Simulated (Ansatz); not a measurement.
Take GaAs in the zinc blende structure (space group F-43m, No. 216; a = 5.6667 Å) as the base.

The values are results of plane-wave PAW DFT at the r2SCAN level (Ansatz, a program for electronic structure, 500 eV), scalar-relativistic without spin-orbit coupling, not measurements.

One change was made to it. Results:

```csv
quantity,base,after
electron mass,0.051 mₑ (at Γ),0.040 mₑ (at Γ)
density,5.28 g/cm³,5.13 g/cm³
"valley order (the lowest conduction-band minima on the path, energy above the VBM, named in the base's zone)","Γ 0.96 eV; L along ⟨111⟩ 1.35 eV; a point along ⟨100⟩, about 1.0 Å⁻¹ from Γ 1.72 eV","Γ 0.73 eV; L along ⟨111⟩ 1.26 eV; a point along ⟨100⟩, about 1.0 Å⁻¹ from Γ 1.75 eV"
"hole mass (degenerate bands, along [100])","0.050, 0.34, 0.34 mₑ (at Γ)","0.040, 0.35, 0.35 mₑ (at Γ)"
```

Which change produced these results?
A. pressure −1 GPa
B. pressure 4.5 GPa
C. pressure −2 GPa

C, pressure −2 GPa. For comparison, the valley order in the other runs: pressure −1 GPa gives Γ 0.85 eV; L along ⟨111⟩ 1.31 eV; a point along ⟨100⟩, about 1.0 Å⁻¹ from Γ 1.73 eV; pressure 4.5 GPa gives Γ 1.41 eV; L along ⟨111⟩ 1.53 eV; a point along ⟨100⟩, about 1.0 Å⁻¹ from Γ 1.63 eV.

The levels and masses belong to the bands next to the band gap. Load acts through the strain it causes; cell and atoms are relaxed under it. Effective masses come from finite differences of ±0.01 Å⁻¹. Whether these cells are dynamically stable was not tested. Tetrahedral semiconductors of this kind turn to denser phases somewhere between about 1 and 50 GPa; those were not computed, so compressed cells here can lie past the real transition.
